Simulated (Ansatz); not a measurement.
## corundum: the defect Ag interstitial

Method: PBE, PAW (plane waves to 420 eV; Ansatz, an electronic-structure program). Cell: 120 sites, 2×2×1; final energies on a 2×2×2 Γ-centred mesh. Site at the start: void with 3O nearest, no. 1. Energies of charged states are corrected for periodic images (point charge plus alignment at distant sites). Dielectric constants: PBE linear response of the host. Host gap at this level: 5.85 eV. Finite-size and sampling errors can reach tenths of an eV here. Levels are measured in PBE's own, too narrow, gap. Spin–orbit coupling is left out. Each state is the lowest found from its start.

Formation energies E_f are given with the Fermi level at the valence-band maximum. Chemical conditions: O-rich (Δμ(Ag) = -0.14 eV, bounded by Ag2O (Pn-3m); only phases computed here count, gases as isolated molecules at 0 K). Reference phases: Ag: fcc Ag.

The name describes the start; the neighbours show where the added atom ended.

```csv
charge,moment (μB),point group,largest move off a lattice site (Å),neighbours of the added atom at the end (Å),image correction with alignment (eV),"E_f, O-rich (eV)"
+1,not spin-polarised,C1,0.35,"O 2.13, O 2.15, O 2.17, O 2.23, O 2.26, O 2.28, Al 2.29, Al 2.29 (the shell may go on)",0.55,6.18
0,1.0,C1,0.65,"O 2.15, O 2.19, O 2.21, Al 2.31, Al 2.34, O 2.38, O 2.40, Al 2.47 (the shell may go on)",0.00,11.45
```

Point groups are those of the whole cell at tolerances of 0.03 and 0.1 Å ("near" where only the looser one holds); none is given for unsettled states.

Transition levels above the valence-band maximum: ε(+1/0) = 5.27 eV. On the lower envelope of the bound states, inside the gap: (+1/0) at 5.27 eV.

Flagged in the runs: a host whose relaxation on this sampling wasn't shown to rest.
